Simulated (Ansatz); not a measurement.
Input:

```
CELL_PARAMETERS angstrom
      0.00000     2.50309     2.50309
      2.50309     0.00000     2.50309
      2.50309     2.50309     0.00000
ATOMIC_POSITIONS crystal
  Hf 0.00000 0.00000 0.00000
  O  0.25000 0.25000 0.25000
  O  0.75000 0.75000 0.75000
```

No spin polarisation.

Level of theory: r2SCAN, PAW, 500 eV (Ansatz, an electronic-structure program; no spin-orbit coupling). k-mesh 11×11×11 (Γ-centred); smearing 0.05 eV (Fermi–Dirac).

Problem. What width of the top valence band does the calculation give?

Solution. 1.94 eV.

Problem. Estimate the electron mass.

Solution. 1.1 mₑ along k, 0.74 mₑ across (at X).

Problem. What is the computed hole mass?

Solution. 0.28 mₑ along k, 2.8 mₑ across (at X).

Problem. What is the computed gap character?

Solution. Direct at X.

Spin-orbit coupling, missing from the scalar runs, can matter with Hf. Load acts through the strain it causes; cell and atoms are relaxed under it. Effective masses come from finite differences of ±0.01 Å⁻¹. Along k means along the line from Γ to the band edge. Whether these cells are dynamically stable was not tested. No other phases were tried under pressure. The cell was made from HfO2 in the fluorite structure (space group Fm-3m, No. 225) by this change: pressure 9 GPa. This is not the structure that HfO2 has at room temperature and ambient pressure.
